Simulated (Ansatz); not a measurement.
A self-consistent single point of LaAl₃Cu (I4mm, 5 atoms in the cell) with Ansatz (a program for electronic structure).

Method of the run: PBEsol, default PAW files made with PBE (plane waves; Ansatz).

The change in words: lattice scaled by 0.98; basis.ecutwfc: 30.9 Ry → 16.9 Ry. Reference geometry:
```
LaAl3Cu
1.0
   -2.12922     2.12922     5.30752
    2.12922    -2.12922     5.30752
    2.12922     2.12922    -5.30752
La Al Cu
1 3 1
Direct
  0.00190   0.00190   0.00000
  0.40289   0.40289   0.00000
  0.24655   0.74655   0.50000
  0.74655   0.24655   0.50000
  0.63082   0.63082   0.00000
```

Reference input (self-consistent single point, DFT, PBEsol, plane waves, default PAW files made with PBE): basis.ecutwfc = 30.9 Ry; kpoints.mp_grid.grid = 8 8 8; hamiltonian.xc = pbesol; hamiltonian.pseudopotentials = {kind: paw} (the program's default PAW files); scf.occupations.method = gaussian; scf.occupations.width = 0.0073 Ry. This run's input differs from it in these lines:

Ansatz 0.2 input:
```diff
@@ -3,5 +3,5 @@
   lattice:
-    - [-2.129225, 2.129225, 5.307519]
-    - [2.129225, -2.129225, 5.307519]
-    - [2.129225, 2.129225, -5.307519]
+    - [-2.086640, 2.086640, 5.201369]
+    - [2.086640, -2.086640, 5.201369]
+    - [2.086640, 2.086640, -5.201369]
   atoms:
@@ -13,3 +13,3 @@
 basis:
-  ecutwfc: 30.9 Ry
+  ecutwfc: 16.9 Ry
 kpoints:
```

Output, abridged:

```
SCF iter   1: F=—  HF=-14320.430191 eV  |F-HF|=—  |Δ(HF+E_count)|=         —  Δρ=4.29e-2  dr2=7.39e-1  ethr=1.77e-3  ⟨swp⟩=6.3  Hψ=6573  notcnv=0
all-band conjugate gradients solve this SCF's bands
preconditioner: auto → Kerker (q_TF=auto, 2.371 Å⁻¹)
SCF iter   2: F=—  HF=-14320.164048 eV  |F-HF|=—  |Δ(HF+E_count)|=   2.66e-1  Δρ=7.55e-2  dr2=3.60e0  ethr=1.77e-3  ⟨swp⟩=3.1  Hψ=3743  notcnv=0  defer=67
   [... lines left out ...]
SCF iter   6: F=—  HF=-14319.610532 eV  |F-HF|=—  |Δ(HF+E_count)|=   4.73e-4  Δρ=6.89e-4  dr2=5.18e-4  ethr=2.53e-6  ⟨swp⟩=2.0  Hψ=2444  notcnv=0  defer=59
SCF iter   7: F=—  HF=-14319.610417 eV  |F-HF|=—  |Δ(HF+E_count)|=   1.15e-4  Δρ=1.90e-4  dr2=3.11e-5  ethr=1.33e-6  ⟨swp⟩=2.1  Hψ=1677  notcnv=0  defer=59
SCF iter   8: F=—  HF=-14319.610482 eV  |F-HF|=—  |Δ(HF+E_count)|=   6.56e-5  Δρ=2.55e-5  dr2=4.27e-7  ethr=7.96e-8  ⟨swp⟩=2.1  Hψ=1938  notcnv=0  defer=59
SCF iter   9: F=-14319.610482 eV  HF=-14319.610482 eV  |F-HF|=3.29e-9  |Δ(HF+E_count)|=   7.40e-8  Δρ=1.83e-6  dr2=5.02e-9  ethr=2.56e-10  ⟨swp⟩=8.8  Hψ=6004  notcnv=0
SCF 1 converged in 9 iterations: F = -14319.610482 eV  dr2 = 5.02e-9
Free energy (F): -14319.610482 eV
Internal energy: -14319.605650 eV  (E = F + TS)
E sigma→0 (E₀):  -14319.608066 eV
Entropy (-TS):   -0.004832 eV (-0.966 meV/atom)
Fermi energy:    10.627644 eV
--- Forces (eV/Å), atoms counted from 1 ---
  atom   1  La    -0.00000000     0.00000000    -0.15903767
  atom   2  Al    -0.00000000     0.00000000     0.16069417
  atom   3  Al    -0.00000000     0.00000000     0.08929315
  atom   4  Al     0.00000000    -0.00000000     0.08929315
  atom   5  Cu     0.00000000    -0.00000000    -0.18024966
--- Stress (GPa, compression-positive) ---
        6.617539       0.000000       0.000000
        0.000000       6.617539      -0.000000
       -0.000000       0.000000       6.458742
  P = ⅓ Tr σ = 6.5646 GPa (65.646 kbar)
  The stress holds the Pulay correction. Without it, at fixed plane waves, as pw.x and ABINIT print it: P = -52.0838 GPa
```

The run converged in 9 iterations. Against the reference run the free energy rises by 1.29 eV/atom, the pressure goes from -0.27 to 6.56 GPa and the largest force goes from 0.194 to 0.180 eV/Å.

The starting cell comes from a database of computed structures (which also holds hypothetical and non-ambient phases and stackings), without a prior relaxation at this level. Its lattice was rescaled by up to half a per cent. One atom was moved a little off its site on purpose. For this run, on top of that: lattice scaled by 0.98. Spin polarisation is off. Ansatz's pressure includes its estimate of the finite-basis (Pulay) stress. Without the estimate this run gives -52.08 GPa. The cutoff lies below the one recommended for these files.
